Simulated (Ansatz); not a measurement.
Consider interstitial B in silicon with all lengths changed by -1 %, charge state +1. Method: PBE, PAW (plane waves to 420 eV; Ansatz, an electronic-structure program).

Cell of 64 host sites held at the strained lattice (strain from the relaxed PBE one, atoms relaxed); a 2×2×2 k-point mesh shifted by half a step; Fermi-Dirac width 0.01 eV, spin-restricted; finite-size errors left in. Energies are static. The charge state is imposed; whether it is stable for some Fermi level was not computed. Sites that were not tried may lie lower.

Barriers: single points on a 3×3×3 k-point mesh shifted by half a step at the bands' geometries.

Relaxed starting cell (atoms counted from 1):

```
CELL_PARAMETERS angstrom
     10.83060     0.00000     0.00000
      0.00000    10.83060     0.00000
      0.00000     0.00000    10.83060
ATOMIC_POSITIONS crystal
  Si 0.10721 0.10694 0.14176
  Si 0.99921 0.99890 0.74812
  Si 0.99919 0.50057 0.24983
  Si 0.99932 0.50059 0.74810
  Si 0.50085 0.99888 0.24983
  Si 0.50091 0.99899 0.74811
  Si 0.50092 0.50060 0.24972
  Si 0.49941 0.49909 0.74962
  Si 0.12388 0.37525 0.12518
  Si 0.12425 0.37270 0.62418
  Si 0.11272 0.87385 0.13630
  Si 0.12434 0.87259 0.62472
  Si 0.62478 0.37269 0.12474
  Si 0.62429 0.37461 0.62472
  Si 0.62436 0.87265 0.12471
  Si 0.62718 0.87433 0.62186
  Si 0.99426 0.24897 0.99975
  Si 0.99685 0.24850 0.49909
  Si 0.99691 0.74965 0.00018
  Si 0.99879 0.75349 0.49522
  Si 0.49913 0.24913 0.99956
  Si 0.49980 0.24862 0.50127
  Si 0.49983 0.74742 0.00013
  Si 0.50023 0.74887 0.49985
  Si 0.11262 0.11236 0.37488
  Si 0.12386 0.12355 0.87346
  Si 0.12433 0.62400 0.37610
  Si 0.12426 0.62450 0.87599
  Si 0.62431 0.12400 0.37609
  Si 0.62478 0.12396 0.87601
  Si 0.62718 0.62687 0.37437
  Si 0.62430 0.62398 0.87412
  Si 0.24927 0.99396 0.99974
  Si 0.24878 0.99657 0.49907
  Si 0.24943 0.49886 0.99954
  Si 0.24897 0.49947 0.50126
  Si 0.74995 0.99662 0.00018
  Si 0.75379 0.99847 0.49523
  Si 0.74774 0.49950 0.00012
  Si 0.74917 0.49991 0.49984
  Si 0.37701 0.37667 0.37865
  Si 0.37454 0.37423 0.87444
  Si 0.37589 0.87400 0.37474
  Si 0.37705 0.87000 0.87203
  Si 0.87430 0.37559 0.37473
  Si 0.87029 0.37674 0.87200
  Si 0.88691 0.88661 0.36208
  Si 0.87432 0.87402 0.87313
  Si 0.24920 0.24891 0.25477
  Si 0.24943 0.24913 0.74981
  Si 0.24884 0.74963 0.25214
  Si 0.24896 0.74741 0.74922
  Si 0.74991 0.24853 0.25214
  Si 0.74771 0.24862 0.74923
  Si 0.75379 0.75348 0.25024
  Si 0.74919 0.74888 0.74883
  Si 0.37554 0.12356 0.12518
  Si 0.37300 0.12393 0.62420
  Si 0.37301 0.62448 0.12475
  Si 0.37493 0.62398 0.62472
  Si 0.87412 0.11244 0.13631
  Si 0.87289 0.12402 0.62471
  Si 0.87295 0.62404 0.12469
  Si 0.87464 0.62687 0.62185
  B  0.99806 0.99781 0.25092
```
Cell charge +1.

End state 1 differs by these moves (Å; atoms that move under 0.08 Å are left out):

```tsv
atom	element	Δx	Δy	Δz
1	Si	-1.31	-1.31	1.31
4	Si	0.04	-0.05	0.05
6	Si	-0.05	0.04	0.05
11	Si	0.08	0.01	-0.08
20	Si	0.01	0.08	-0.08
25	Si	0.08	0.08	-0.01
38	Si	0.08	0.01	-0.08
44	Si	-0.05	0.04	0.05
46	Si	0.04	-0.05	0.05
47	Si	-1.31	-1.31	1.31
55	Si	0.08	0.08	-0.01
61	Si	0.01	0.08	-0.08
65	B	-1.33	-1.33	1.33
```

Problem. What is the computed forward and backward barriers to end state 1 (PBE, PAW)?

Solution. forward 1.28 eV, backward 1.28 eV; at the saddle point atom 65 has neighbours 2 Si at 1.86 Å. The saddle point's order was not checked, and it lies on a symmetry element of the cell, where a band can be held.
